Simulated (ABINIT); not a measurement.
## Input and output of a self-consistent single point for Zr₂Al₃Zn (R-3m, 6 atoms in the cell) (ABINIT)

Level of theory: PBEsol, PAW (JTH v2.0 PBE PAW, files made for PBE) (plane waves; ABINIT).

This input was run:

```
# Zr2Al3Zn, JTH v2.0 PBE PAW
pp_dirpath "./"
pseudos "Zr.GGA_PBE-JTH.xml, Al.GGA_PBE-JTH.xml, Zn.GGA_PBE-JTH.xml"
acell 3*1.0
rprim
         5.0379347115    2.9086529618    8.0650581924
        -5.0379347115    2.9086529618    8.0650581924
         0.0000000000   -5.8173059237    8.0650581924
natom 6
ntypat 3
znucl 40 13 30
typat 1 1 2 2 2 3
xred
         0.6245130000    0.6245130000    0.6245130000
         0.3754870000    0.3754870000    0.3754870000
         0.0000000000    0.5000000000    0.0000000000
         0.0000000000    0.0000000000    0.5000000000
         0.5000000000    0.0000000000    0.0000000000
         0.0000000000    0.0000000000    0.0000000000
ecut 30
pawecutdg 60
pawxcdev 0
ixc -116133
occopt 7
tsmear 0.00499791
nband 30
kptopt 1
ngkpt 7 7 7
nshiftk 1
shiftk 0 0 0
nstep 60
tolvrs 1.0e-11
prtwf 0
prtden 0
enunit 1
```

Log, with long lists cut:

```
 Symmetries : space group R-3 m (#166); Bravais hR (rhombohedral)

 -outvars: echo values of preprocessed input variables --------
            acell      1.0000000000E+00  1.0000000000E+00  1.0000000000E+00 Bohr
             ecut      3.00000000E+01 Hartree
           enunit           1
              ixc     -116133
         kptrlatt        7    0    0      0    7    0      0    0    7
          kptrlen      6.96090826E+01
            natom           6
            nband          30
            ngfft          50      50      50
          ngfftdg          72      72      72
             nkpt          44
            nstep          60
             nsym          12
           ntypat           3
           occopt           7
        pawecutdg      6.00000000E+01 Hartree
         pawxcdev           0
            rprim      5.0379347115E+00  2.9086529618E+00  8.0650581924E+00
                      -5.0379347115E+00  2.9086529618E+00  8.0650581924E+00
                       0.0000000000E+00 -5.8173059237E+00  8.0650581924E+00
          spgroup         166
           tolvrs      1.00000000E-11
           tsmear      4.99791000E-03 Hartree
            typat      1  1  2  2  2  3
           useylm           1
             xred      6.2451300000E-01  6.2451300000E-01  6.2451300000E-01
                       3.7548700000E-01  3.7548700000E-01  3.7548700000E-01
                       2.7755575616E-17  5.0000000000E-01  2.7755575616E-17
                       2.7755575616E-17  2.7755575616E-17  5.0000000000E-01
                       5.0000000000E-01  2.7755575616E-17  2.7755575616E-17
                       0.0000000000E+00  0.0000000000E+00  0.0000000000E+00
            znucl       40.00000   13.00000   30.00000

== DATASET  1 ==================================================================

 Real(R)+Recip(G) space primitive vectors, cartesian coordinates (Bohr,Bohr^-1):
 R(1)=  5.0379347  2.9086530  8.0650582  G(1)=  0.0992470  0.0573003  0.0413306
 R(2)= -5.0379347  2.9086530  8.0650582  G(2)= -0.0992470  0.0573003  0.0413306
 R(3)=  0.0000000 -5.8173059  8.0650582  G(3)=  0.0000000 -0.1146006  0.0413306
 Unit cell volume ucvol=  7.0909300E+02 bohr^3
 Angles (23,13,12)=  6.08782634E+01  6.08782634E+01  6.08782634E+01 degrees

 Coarse grid specifications (used for wave-functions):

 getcut: wavevector=  0.0000  0.0000  0.0000  ngfft=  50  50  50
         ecut(hartree)=     30.000   => boxcut(ratio)=   2.03937

 Fine grid specifications (used for densities):

 getcut: wavevector=  0.0000  0.0000  0.0000  ngfft=  72  72  72
         ecut(hartree)=     60.000   => boxcut(ratio)=   2.07683

   1.28196782E+03                                ecore*ucvol(ha*bohr**3)

_setup2: Arith. and geom. avg. npw (full set) are    5564.399    5564.388

--- !BeginCycle
solver: {iscf: 17, nstep: 60, nline: 4, wfoptalg: 10, }
tolerances: {tolvrs: 1.00E-11, }
...

     iter   Etot(hartree)      deltaE(h)  residm     nres2
 ETOT  1  -164.04511227343    -1.640E+02 1.404E+01 5.734E+01
 ETOT  2  -165.73116146000    -1.686E+00 4.799E-01 2.002E+01
 ETOT  3  -165.73369800865    -2.537E-03 1.743E-01 8.117E+00
 ETOT  4  -165.73549746055    -1.799E-03 7.437E-02 4.997E+00
 ETOT  5  -165.73551037335    -1.291E-05 5.626E-02 1.854E-01
 ETOT  6  -165.73649570385    -9.853E-04 2.346E-02 3.768E-02
   [... 12 lines left out ...]
 ETOT 19  -165.73702844232    -1.157E-11 2.303E-04 5.182E-10
 ETOT 20  -165.73702844234    -1.504E-11 2.681E-04 2.421E-09
 ETOT 21  -165.73702844235    -1.239E-11 2.337E-04 6.285E-11
 ETOT 22  -165.73702844235    -1.990E-12 2.549E-04 9.561E-11
 ETOT 23  -165.73702844236    -8.242E-13 2.310E-04 7.786E-12

 At SCF step   23       nres2   =  7.79E-12 < tolvrs=  1.00E-11 =>converged.

 Cartesian components of stress tensor (hartree/bohr^3)
  sigma(1 1)=  1.13197953E-04  sigma(3 2)=  1.10059531E-14
  sigma(2 2)=  1.13197953E-04  sigma(3 1)=  0.00000000E+00
  sigma(3 3)=  1.22105034E-04  sigma(2 1)=  0.00000000E+00

 ----iterations are completed or convergence reached----

 reduced coordinates (array xred) for    6 atoms
       0.624513000000      0.624513000000      0.624513000000
       0.375487000000      0.375487000000      0.375487000000
       0.000000000000      0.500000000000      0.000000000000
       0.000000000000      0.000000000000      0.500000000000
       0.500000000000      0.000000000000      0.000000000000
       0.000000000000      0.000000000000      0.000000000000
 cartesian forces (eV/Angstrom) at end:
    1      0.00000000000000    -0.00000000000000    -0.03983911330821
    2     -0.00000000000000    -0.00000000000000     0.03983911330821
    3      0.00000000000000    -0.00000000000000    -0.00000000000000
    4      0.00000000000000    -0.00000000000000    -0.00000000000000
    5      0.00000000000000    -0.00000000000000    -0.00000000000000
    6      0.00000000000000    -0.00000000000000    -0.00000000000000
 frms,max,avg= 1.3279704E-02 3.9839113E-02   0.000E+00  0.000E+00  0.000E+00 e/A
 length scales=  1.000000000000  1.000000000000  1.000000000000 bohr
              =  0.529177208590  0.529177208590  0.529177208590 angstroms
 Fermi (or HOMO) energy (eV) =  10.29806   Average Vxc (eV)= -10.82113
 Eigenvalues (   eV  ) for nkpt=  44  k points:
 kpt#   1, nband= 30, wtk=  0.00292, kpt=  0.0000  0.0000  0.0000 (reduced coord)
 -38.22622  -38.14368  -16.39682  -16.37715  -16.37715  -16.15983  -16.15983  -16.12611
   0.63577    2.87752    2.87752    2.97951    3.14081    3.14081    6.66380    7.67192
   7.67192    7.86787    7.94182    7.96377    7.96377    8.17855    8.17855   11.48175
  12.75886   12.95795   12.95795   13.41020   13.41020   14.42209
 prteigrs : prtvol=0 or 1, do not print more k-points.

--- !EnergyTerms
comment             : Components of total free energy in Hartree
kinetic             :  3.32394814531823E+01
hartree             :  3.95473970017237E+01
xc                  : -1.84527594629418E+01
Ewald energy        : -1.17901939839832E+02
psp_core            :  1.80789800859324E+00
local_psp           : -1.43911561459726E+02
spherical_terms     :  3.99354354015609E+01
internal            : -1.65736048897440E+02
'-kT*entropy'       : -9.80555087223388E-04
total_energy        : -1.65737029452527E+02
total_energy_eV     : -4.50993392824884E+03
...

-Cartesian components of stress tensor (GPa)         [Pressure= -3.4177E+00 GPa]
- sigma(1 1)=  3.33039820E+00  sigma(3 2)=  3.23806265E-10
- sigma(2 2)=  3.33039820E+00  sigma(3 1)=  0.00000000E+00
- sigma(3 3)=  3.59245353E+00  sigma(2 1)=  0.00000000E+00

 Calculation completed.
```

The run converged in 23 iterations.

The starting cell comes from a database of computed structures (which also holds hypothetical and non-ambient phases and stackings), without a prior relaxation at this level. Its lattice was rescaled by a random factor within 2.5 % of one. The potentials were made for another functional than the one used. With a pressure of about -3 GPa the cell is away from its equilibrium volume at this level.

Cost on one core of a shared machine: roughly 20 min.
